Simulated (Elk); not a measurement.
Band structure of BeB2 (P6/mmm, 3 atoms in the cell).

```
CELL_PARAMETERS angstrom
      2.92969     0.00000     0.00000
     -1.46484     2.53719     0.00000
      0.00000     0.00000     2.87733
ATOMIC_POSITIONS crystal
  Be 0.00000 0.00000 0.00000
  B  0.33333 0.66667 0.50000
  B  0.66667 0.33333 0.50000
```

Method: Elk with PBEsol, all-electron FP-LAPW, Elk's shipped species files, APW+lo basis with extra local orbitals.

Settings: xctype = 22; rgkmax = 7.5; swidth = 0.00499791 Ha; ngridk = 13 13 11; gmaxvr = 16 1/bohr; nxlo = 2; lorbcnd = true; rmtscf = 0.83; lmaxi = 3; maxscl = 100.

The starting cell comes from a database of computed structures (which also holds hypothetical and non-ambient phases and stackings), without a prior relaxation at this level. Values depend on the basis (sphere radii, cutoffs, local orbitals), which need not be converged.

Levels in eV from the Fermi level, bands 1 to 8:
| point | 1 | 2 | 3 | 4 | 5 | 6 | 7 | 8 |
|---|---|---|---|---|---|---|---|---|
| Γ | -14.47 | -2.28 | -0.11 | -0.11 | 3.68 | 3.68 | 5.39 | 9.45 |
| M | -10.41 | -9.68 | -3.81 | 2.39 | 3.85 | 3.98 | 7.35 | 9.41 |
| K | -8.97 | -8.97 | -7.88 | 4.09 | 4.09 | 6.82 | 8.23 | 8.23 |
| A | -12.19 | -9.07 | 0.73 | 0.73 | 7.32 | 7.32 | 8.44 | 8.44 |
| L | -8.28 | -7.46 | -5.68 | -2.29 | -2.20 | 5.20 | 5.68 | 8.13 |
| H | -7.00 | -6.30 | -6.30 | -3.80 | -3.80 | 1.91 | 9.83 | 13.93 |

Bands cross the Fermi level along this path, so the cell is metallic at this level.
